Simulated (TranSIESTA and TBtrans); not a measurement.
Run with TranSIESTA and TBtrans (open boundaries, self-consistent; PseudoDojo norm-conserving potentials, scalar-relativistic): PAO.BasisSize DZP, PAO.EnergyShift 0.15 eV, XC.Authors PBE, Mesh.Cutoff 200 Ry, ElectronicTemperature 300 K, TS.Voltage 0.0 eV, TBT.Elecs.Eta 0.001 eV, no spin polarisation.

Device: Ga chain with one C atom inserted. Leads: straight Ga chain, spacing 2.55 Å. Geometry: 3 atoms about the centre moved by SIESTA (PBE, DZP) to a largest force of 0.04 eV/Å, all others as built, motion along the axis alone.

**Question.** Predict: conductance at 300 K (G0 = 2e²/h); mean T from −0.5 to 0.5 eV.

**Answer.** conductance at 300 K (G0 = 2e²/h): 1.17; mean T from −0.5 to 0.5 eV: 0.96. The straight chain is held at its spacing; free chains may zigzag or dimerise. No spin-polarised start was tried, so a magnetic state, if there is one, is missed.
